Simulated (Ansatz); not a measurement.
Density of states of AlP (F-43m) below the valence band maximum, Ansatz (a first-principles code) with PBEsol, rigid bands; cell volume 40.9 Å³.

(energy from edge (eV), 10⁻³ states/eV/cell): (0.006, 89.3); (0.031, 194); (0.056, 253); (0.081, 297); (0.106, 336); (0.131, 371); (0.156, 399); (0.181, 431); (0.206, 460); (0.231, 488); (0.256, 517); (0.281, 546); (0.319, 588); (0.344, 613); (0.369, 645); (0.394, 671); (0.419, 704); (0.444, 732); (0.469, 766); (0.494, 796); (0.519, 832); (0.544, 869); (0.569, 908); (0.594, 946)

Q: What effective density of states at 300 K does this give (∫ g(E) exp(−E/k_BT) dE, both spins, divided by the cell's size)?

A: 1.0e20 cm⁻³, a density-of-states mass of 2.5 mₑ, valleys and band degeneracy included.

Spin-orbit coupling is left out; where it splits the top of the valence band, N_v and the p-type Seebeck coefficient come out somewhat high without it. Geometry: cell and atoms relaxed with PBEsol.
